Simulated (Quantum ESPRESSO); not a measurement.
A self-consistent single point of Sn (I4_1/amd, 2 atoms in the cell) with Quantum ESPRESSO.

Method of the run: PBE, GBRV 1.5 ultrasoft (PBE) pseudopotentials (plane waves; Quantum ESPRESSO 7.5).

The change in words: lattice scaled by 0.98. Reference geometry:
```
CELL_PARAMETERS angstrom
     -2.91500     2.91500     1.59000
      2.91500    -2.91500     1.59000
      2.91500     2.91500    -1.59000
ATOMIC_POSITIONS crystal
  Sn 0.25000 0.75000 0.50000
  Sn 0.00000 0.00000 0.00000
```

Reference input (self-consistent single point, DFT, PBE, plane waves, GBRV 1.5 ultrasoft (PBE) pseudopotentials): ecutwfc = 40 Ry; ecutrho = 200 Ry; occupations = smearing; smearing = gaussian; degauss = 0.0073499 Ry; potentials = {Sn: sn_pbe_v1.4.uspp.F.UPF}; K_POINTS = automatic 8 8 8 0 0 0; conv_thr = 1e-10 Ry. This run's input differs from it in these lines:

```diff
@@ -24,5 +24,5 @@
 CELL_PARAMETERS {angstrom}
-  -2.9150000000     2.9150000000     1.5900000000
-   2.9150000000    -2.9150000000     1.5900000000
-   2.9150000000     2.9150000000    -1.5900000000
+  -2.8567000000     2.8567000000     1.5582000000
+   2.8567000000    -2.8567000000     1.5582000000
+   2.8567000000     2.8567000000    -1.5582000000
 ATOMIC_POSITIONS {crystal}
```

Log, with long lists cut:

```
     Self-consistent Calculation

     iteration #  1     ecut=    40.00 Ry     beta= 0.70

     total energy              =    -317.83880752 Ry
     estimated scf accuracy    <       1.96622363 Ry

     iteration #  2     ecut=    40.00 Ry     beta= 0.70

     total energy              =    -318.45182103 Ry
     estimated scf accuracy    <       0.13880337 Ry

     iteration #  3     ecut=    40.00 Ry     beta= 0.70

     total energy              =    -318.45888271 Ry
     estimated scf accuracy    <       0.00571546 Ry

   [... 7 blocks of this kind left out ...]

     iteration # 11     ecut=    40.00 Ry     beta= 0.70

     total energy              =    -318.46199330 Ry
     estimated scf accuracy    <          1.9E-10 Ry

     iteration # 12     ecut=    40.00 Ry     beta= 0.70
     End of self-consistent calculation

     the Fermi energy is    11.7485 ev

!    total energy              =    -318.46199330 Ry
     estimated scf accuracy    <          4.5E-12 Ry
     smearing contrib. (-TS)   =      -0.00032710 Ry
     internal energy E=F+TS    =    -318.46166620 Ry

     convergence has been achieved in  12 iterations

     Forces acting on atoms (cartesian axes, Ry/au):

     atom    1 type  1   force =     0.00000000    0.00000000    0.00000000
     atom    2 type  1   force =     0.00000000    0.00000000    0.00000000

     Total force =     0.000000     Total SCF correction =     0.000000

          total   stress  (Ry/bohr**3)                   (kbar)     P=       67.36
   0.00042239   0.00000000   0.00000000           62.14        0.00        0.00
   0.00000000   0.00042239   0.00000000            0.00       62.14        0.00
   0.00000000   0.00000000   0.00052891            0.00        0.00       77.80

   JOB DONE.
```

The run converged in 12 iterations. Against the reference run the free energy rises by 45.8 meV/atom and the pressure goes from 2.60 to 6.74 GPa.

The starting cell has typed, rounded lattice constants, without a prior relaxation at this level. For this run, on top of that: lattice scaled by 0.98. With a pressure of about 7 GPa the cell is away from its equilibrium volume at this level.
